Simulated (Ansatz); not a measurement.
**Hypothetical rock salt PdGe: pressure series**

The reference is PdGe in the rock salt structure (space group Fm-3m, No. 225; a = 5.128 Å; a hypothetical phase, not in the database extracts checked).

Cell and atoms are relaxed at each pressure.

Method: Ansatz (a first-principles code), PBEsol, PAW, cutoff 420 eV, no spin-orbit coupling.

```csv
pressure (GPa),volume per atom (Å³/atom)
-1,16.996
0,16.858
3,16.484
7,16.052
15,15.351
30,?
50,13.468
75,12.642
100,12.012
```

Problem. Fit the third-order Birch–Murnaghan form P(V) = (3B₀/2)[(V₀/V)^(7/3) − (V₀/V)^(5/3)]·[1 + (3/4)(B₀′ − 4)((V₀/V)^(2/3) − 1)] (squares taken in P) to the rows shown and predict the withheld row.

Solution. Least squares on the printed values gives V₀ = 16.852 Å³/atom, B₀ = 129 GPa, B₀′ = 4.9; this predicts 14.387 Å³/atom, and the run gives 14.382 Å³/atom, 0.005 lower.

Load acts through the strain it causes; cell and atoms are relaxed under it. No phonon test of stability was made. Competing high-pressure phases were not computed. All final runs are without spin polarisation.
